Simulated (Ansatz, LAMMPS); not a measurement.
Si well of 16 atomic layers along [001] in random Si0.7Ge0.3, Ge share that oscillates in the well

Cell 16.67 × 16.67 × 55.10 Å, Si571Ge149, 720 atoms. Prepared with LAMMPS with Tersoff's 1989 multicomponent potential (SiCGe.tersoff): minimisation. 

Calculation: PBE, support functions at accuracy medium on the grid of 370 eV (norm-conserving potentials; Ansatz, a first-principles code).

Basis: localised support functions (accuracy medium) on a full density matrix. k-points: zone centre alone; occupations: Fermi-Dirac, 0.010 eV; spin polarisation not allowed. Spin-orbit coupling is left out.

| Property | Value |
|---|---|
| Kohn-Sham gap of the cell on its k-mesh | 0.39 eV |
| weight of the highest filled level on the well | 0.33 |
| weight of the lowest empty level on the well | 0.94 |
| coordination (neighbours within 2.857 Å) | 100.0 % 4-fold |
| Ge-Ge bonds, mean ± spread | 2.471 ± 0.007 Å |
| Ge-Si bonds, mean ± spread | 2.424 ± 0.008 Å |
| Si-Si bonds, mean ± spread | 2.382 ± 0.007 Å |
| bond angles, mean ± spread | 109.5° ± 1.1° |
| pressure | -0.85 GPa |
| cost of the final run | roughly 60 core-minutes, 16 SCF iterations, 15 GiB |
